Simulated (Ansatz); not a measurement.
Ru (model structure, P-3m1, No. 164, 8 atoms in the cell), treated with LDA (PAW; Ansatz, a first-principles code).

Numerical settings: plane-wave cutoff 520 eV, 24×24×4 k mesh (along the axes of the cell as run), Fermi–Dirac smearing 0.05 eV, no spin polarisation, scalar-relativistic PAW data made under PBE.

Cell (relaxed at this level):

```cif
data_Ru8
_chemical_formula_sum 'Ru8'
_space_group_name_H-M_alt 'P 1'
_space_group_IT_number 1
_cell_length_a 2.65709
_cell_length_b 2.65709
_cell_length_c 17.18532
_cell_angle_alpha 90.000
_cell_angle_beta 90.000
_cell_angle_gamma 120.000
loop_
_space_group_symop_operation_xyz
  'x, y, z'
loop_
_atom_site_label
_atom_site_type_symbol
_atom_site_fract_x
_atom_site_fract_y
_atom_site_fract_z
_atom_site_occupancy
Ru1 Ru 0.00000 0.00000 0.68806 1
Ru2 Ru 0.33333 0.66667 0.81488 1
Ru3 Ru 0.66667 0.33333 0.93932 1
Ru4 Ru 0.33333 0.66667 0.06068 1
Ru5 Ru 0.66667 0.33333 0.18512 1
Ru6 Ru 0.00000 0.00000 0.31194 1
Ru7 Ru 0.33333 0.66667 0.43688 1
Ru8 Ru 0.66667 0.33333 0.56312 1
```

Task: Estimate the bulk modulus that the calculation returns.

Result: 
* **bulk modulus**: 362 GPa

Note: the run has no spin polarisation, so it can have missed a magnetic state; the bulk modulus is −V dP/dV from two relaxed cells at ±2 % in volume; the relaxation could raise the start's symmetry but not lower it, so the cell can be a saddle point.

The computed numbers hold no vibrational or temperature effects.

A model structure was made by putting elements into a prototype or built by hand; it is no filed structure, need not be a known phase, and can be a saddle point held by its symmetry.
